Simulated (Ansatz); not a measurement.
The parent structure is FeSb₂ (space group Pnnm, No. 58; a = 5.7730 Å, b = 6.4294 Å, c = 3.1190 Å; non-magnetic).

Method: DFT with PBEsol, PAW potentials and a 420 eV plane-wave cutoff in Ansatz (a program for electronic structure), spin-orbit coupling left out.

One change was made to it. Results:

```json
[
 {"quantity": "shortest interatomic distance", "base": "2.526 Å", "after": "2.494 Å"},
 {"quantity": "density", "base": "8.59 g/cm³", "after": "8.93 g/cm³"},
 {"quantity": "band gap", "base": "zero", "after": "zero"}
]
```

Problem. Which of these changes matches the shifts?
(A) pressure 5 GPa
(B) pressure −2 GPa
(C) pressure 10 GPa
(D) pressure −1 GPa
(E) pressure 0.3 GPa

Solution. A, pressure 5 GPa. For comparison, the shortest interatomic distance in the other runs: pressure 0.3 GPa gives 2.524 Å; pressure −2 GPa gives 2.542 Å; pressure −1 GPa gives 2.534 Å; pressure 10 GPa gives 2.466 Å.

With Sb present, leaving out spin-orbit coupling can change the band edges. Load acts through the strain it causes; cell and atoms are relaxed under it. Whether these cells are dynamically stable was not tested. Competing high-pressure phases were not computed. Starting moments died away, wholly or in part, for the base; another magnetic solution may exist. The base started in Pnn2 and relaxed to Pnnm at this level. The final runs are not spin-polarised. A zero or small gap of FeSb2 can be the functional's error rather than a property of the material.
